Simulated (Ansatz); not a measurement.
Start from Cs2AgBiF6 (space group Fm-3m, No. 225; a cell from a computed database, its experimental status unchecked).

```
Cs2AgBiF6
1.0
    0.00000     4.67958     4.67958
    4.67958     0.00000     4.67958
    4.67958     4.67958     0.00000
Cs Ag Bi F
2 1 1 6
Cartesian
  7.01937   7.01937   7.01937
  2.33979   2.33979   2.33979
  4.67958   4.67958   4.67958
  0.00000   0.00000   0.00000
  2.25703   4.67958   4.67958
  7.10213   4.67958   4.67958
  4.67958   2.25703   4.67958
  4.67958   7.10213   4.67958
  4.67958   4.67958   2.25703
  4.67958   4.67958   7.10213
```

Cartesian axes are those of the cell as printed.

All numbers come from r2SCAN in Ansatz (plane waves to 500 eV, PAW, no spin-orbit coupling).

For the base:

| Property | Result |
|---|---|
| Electron mass | 1.5 mₑ along k, 0.58 mₑ across (at L) |

One thing is altered: biaxial strain −0.43 %, plane normal [001], relaxed out of plane (Cartesian); in-plane vectors clamped, the third vector and the atoms free.

### Question
How does this affect the out-of-plane strain, in-plane stress and electron mass?

### Answer
The out-of-plane strain is +0.41 %; the mean in-plane stress (compression positive) is +0.3 GPa; the electron mass goes from 1.5 mₑ along k, 0.58 mₑ across (at L) to 1.6 mₑ along k, 0.58 mₑ across (at L).

Spin-orbit coupling, missing from the scalar runs, can matter with Bi. The levels and masses belong to the bands next to the band gap. Effective masses come from finite differences of ±0.01 Å⁻¹. Along k means along the line from Γ to the band edge. No phonon test of stability was made.

Ansatz is a first-principles code.
